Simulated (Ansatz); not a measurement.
The reference is HfO2 in the CdI2 type structure (space group P-3m1, No. 164; a hypothetical phase, not in the database extracts checked; layered, stacked along the Cartesian z axis).

```
CELL_PARAMETERS angstrom
      3.20846     0.00000     0.00000
     -1.60423     2.77861     0.00000
      0.00000     0.00000     4.51490
ATOMIC_POSITIONS crystal
  Hf 0.00000 0.00000 0.00000
  O  0.33333 0.66667 0.21390
  O  0.66667 0.33333 0.78610
```

Levels (all Ansatz, an electronic-structure program, PAW): PBEsol-D3(BJ) (420 eV, spin-orbit coupling left out); r2SCAN (500 eV, without spin-orbit coupling).

Its gap is 4.40 eV with PBEsol-D3(BJ) and 4.97 eV with r2SCAN.

Modification: cell and atoms relaxed at a pressure of 18 GPa.

With PBEsol-D3(BJ) the gap becomes 3.32 eV.

Task: If the r2SCAN correction stayed the same, what would the r2SCAN gap be, and what does the r2SCAN run give?

Result: A rigid correction of +0.57 eV gives 3.89 eV. The r2SCAN run gives 3.87 eV, so the two effects roughly add.

Single points use the geometry relaxed with PBEsol-D3(BJ). With Hf present, leaving out spin-orbit coupling can change the band edges. Load acts through the strain it causes; cell and atoms are relaxed under it. Stability against distortions was not tested. No other phases were tried under pressure.
